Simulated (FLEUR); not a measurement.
Band structure of YB2 (P6/mmm, 3 atoms in the cell).

```
YB2
1.0
    3.30084     0.00000     0.00000
   -1.65042     2.85861     0.00000
    0.00000     0.00000     3.86250
Y B
1 2
Direct
  0.00000   0.00000   0.00000
  0.33333   0.66667   0.50000
  0.66667   0.33333   0.50000
```

Level of theory: PBEsol, all-electron FLAPW (FLEUR), scalar-relativistic valence.

Settings: Kmax = 3.8 1/bohr; GmaxXC = 11.4 1/bohr; xcFunctional = PBEs; jspins = 1; l_soc = F; mode = hist; fermiSmearingEnergy = 0.00367493 Htr; mesh (inpgen div1-3) = 8 8 6; inpgen gamma flag = true; Gmax = 11.4 1/bohr; numbands = 0; maxIterBroyd = 99; imix = Anderson; alpha = 0.05.

The starting cell comes from a database of computed structures (which also holds hypothetical and non-ambient phases and stackings), without a prior relaxation at this level. Values depend on the basis (sphere radii, cutoffs, local orbitals), which need not be converged.

Levels in eV from the Fermi level, bands 6 to 13:
| point | 6 | 7 | 8 | 9 | 10 | 11 | 12 | 13 |
|---|---|---|---|---|---|---|---|---|
| Γ | -1.18 | -0.63 | -0.63 | -0.63 | 5.32 | 5.41 | 5.41 | 5.81 |
| M | -6.82 | -2.14 | -1.47 | -0.52 | 2.99 | 4.55 | 6.22 | 7.05 |
| K | -6.03 | -4.78 | -0.77 | -0.77 | 3.23 | 3.23 | 5.45 | 9.78 |
| A | -4.98 | 0.40 | 0.40 | 2.74 | 2.74 | 2.97 | 2.97 | 3.16 |
| L | -5.36 | -2.53 | -2.08 | -0.41 | 4.74 | 5.33 | 7.24 | 7.79 |
| H | -6.81 | -3.23 | -0.77 | -0.77 | 5.96 | 7.40 | 7.40 | 7.75 |
